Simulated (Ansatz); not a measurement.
Start from Li$_{3}$Bi (space group Fm-3m, No. 225; a = 6.6526 Å; a cell from a computed database, its experimental status unchecked). Axes: x, y, z lie along the cube axes.

The change: tensile biaxial strain of 0.57 % in the plane normal to [001], as in epitaxy on a mismatched substrate; the out-of-plane cell vector and the atoms relax.

Levels (all Ansatz, a first-principles code, PAW): PBEsol (420 eV, no spin-orbit coupling); PBEsol+SOC (420 eV, noncollinear with spin-orbit coupling).

The geometry is relaxed with PBEsol.

* **PBEsol band gap**: 0.36 eV
* **PBEsol pressure**: -0.1 GPa

With PBEsol+SOC at the same geometry, the band gap goes from 0.36 eV to zero; the pressure is still -0.1 GPa.

Single points use the geometry relaxed with PBEsol. The spin-orbit shifts are approximate. With Bi present, leaving out spin-orbit coupling can change the band edges. Stability against distortions was not tested.
